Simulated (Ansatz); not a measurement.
## fluorite-type NiSi2 (1 1 1) on ceria (1 1 1) (film strained to the substrate, started from cuts of the bulks and a machine-learned relaxation; slabs Ce5O10 and Ni3Si6, which can lie off the formulas; of A or B type as the cell shows)

A periodic stack without vacuum, fluorite-type NiSi2 (1 1 1) on ceria (1 1 1) (film strained to the substrate, started from cuts of the bulks and a machine-learned relaxation; slabs Ce5O10 and Ni3Si6, which can lie off the formulas; of A or B type as the cell shows): substrate slab Ce5O10, film Ni3Si6, surface cells [[0, -1], [1, -1]] and [[0, -1], [1, -1]], film strained by +0.4 and +0.4 %, outermost planes O/O and Si/Si as cut, which need not be the usual terminations and can put a slab off its formula.

The start was prepared with a machine-learned potential, and the result is one local minimum, with the in-plane cell held and forces under 0.04 eV/Å; the film can end far from its bulk form.

Method: PBE (plane waves to 420 eV, PAW; Ansatz, a program for electronic structure). Spin–orbit coupling is left out; the runs are not spin-polarised; PBE gaps are too small against experiment; cerium has no Hubbard term. Its k-point mesh 9×9×1, Fermi–Dirac width 0.05 eV.

* **interface area**: 12.9 Å²
* **period**: 26.05 Å
* **heights between the nearest atoms of the two slabs at the two interfaces**: 1.69 and 1.69 Å
* **Ce–Si contacts across the interfaces within 1.22 times the sum of covalent radii**: 6, mean 3.64 Å
* **O–Si contacts across the interfaces within 1.22 times the sum of covalent radii**: 2, mean 1.69 Å

```
CELL_PARAMETERS angstrom
      3.86303    -0.00014     0.15668
      1.93151     3.34623     0.09652
      0.85208     0.97167    26.11342
ATOMIC_POSITIONS crystal
  Ce 0.03747 0.07970 0.07122
  Ce 0.33118 0.37315 0.19172
  Ce 0.62500 0.66660 0.31230
  Ce 0.91883 0.96004 0.43288
  Ce 0.21263 0.25342 0.55339
  O  0.71940 0.76153 0.02563
  O  0.36338 0.40540 0.09406
  O  0.00936 0.05142 0.15674
  O  0.65528 0.69713 0.21991
  O  0.30187 0.34358 0.28116
  O  0.94814 0.98961 0.34344
  O  0.59471 0.63607 0.40470
  O  0.24065 0.28178 0.46788
  O  0.88672 0.92773 0.53057
  O  0.53074 0.57162 0.59900
  Ni 0.83167 0.87207 0.69705
  Ni 0.12415 0.16771 0.81232
  Ni 0.41883 0.46098 0.92758
  Si 0.50920 0.54981 0.66401
  Si 0.15774 0.19806 0.71887
  Si 0.80017 0.84372 0.78435
  Si 0.44828 0.49154 0.84028
  Si 0.09268 0.13510 0.90576
  Si 0.74115 0.78336 0.96062
```
